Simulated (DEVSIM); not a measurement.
Structure: Al/Al2O3/SiO2/p-Si capacitor, at 400 K.

Layer 1 from the left is Al2O3, thickness (nm) 17.0. Layer 2 from the left is SiO2, thickness (nm) 0.750. Layer 3 from the left is Si, thickness (nm) 3800, Na (cm⁻³) 2.3e16.

Metal gate on the left, work function 4.1 eV. Fixed charge at the semiconductor interface -9.8e11 cm⁻² (in units of +e); interface traps 1e11 cm⁻² eV⁻¹, uniform in energy, neutral level at 0.7 of the gap above the valence band.

Constants are typed, rounded textbook-type inputs, not results; the design itself was drawn at random and stands for no fabricated device. Values at 300 K; Nc and Nv go as T^1.5, mobilities as T to minus their exponent, the gap by Varshni's rule with the affinity fixed.

Al2O3: gap (eV) 6.8, affinity (eV) 1.35, permittivity 9. SiO2: gap (eV) 9, affinity (eV) 0.9, permittivity 3.9. Si: gap (eV) 1.124, affinity (eV) 4.05, permittivity 11.7, Nc (cm⁻³) 2.86e19, Nv (cm⁻³) 3.1e19, Varshni α (eV/K) 0.000473, Varshni β (K) 636.

DEVSIM, 1D Poisson equation in equilibrium, Boltzmann statistics, complete ionisation; no quantum confinement or tunnelling. Metal contacts follow the ideal Schottky-Mott rule: no Fermi-level pinning, no interface dipoles.

Question: What does the simulation give for the minimum of the low-frequency capacitance, the threshold voltage (band bending 2φF), the flat-band voltage?

Answer: minimum of the low-frequency capacitance 0.0714 μF/cm²; threshold voltage (band bending 2φF) 0.32 V; flat-band voltage -0.43 V.
